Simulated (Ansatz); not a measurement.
Functionals compared on a constructed model of the (111)A surface of 3C silicon carbide, Si-terminated, (√3x√3)R30° Au adatom at T4 (bottom of the slab: 3 H on 3 bottom sites), in Ansatz (plane waves, PAW). The structure was relaxed with PBE; the other rows are single points on it. Cutoff 420 eV (500 eV for r2SCAN).

Slab: 28 atoms, 11.2 Å thick at the start with caps and adatoms (thin: gaps and levels are the slab's own); k 6x6x1, smearing 0.025 eV, dipole-corrected; 6 atoms held, the rest relaxed; held to the start's symmetry, so lower structures may exist; no spin (no spin-polarised run to compare, though such a face may carry moments), no spin-orbit, no U. The slab shows no gap on its mesh. It is one candidate, not shown to be the stable structure of the face. These notes are the PBE run's.

```tsv
functional	work function of the top face (eV)	rough cost of the single point
PBE	4.46	–
r2SCAN	[?]	around 100 core-seconds (rough)
```

Fill in the missing entries.


- r2SCAN, work function of the top face (eV): 4.49

Ansatz is a program for electronic structure.
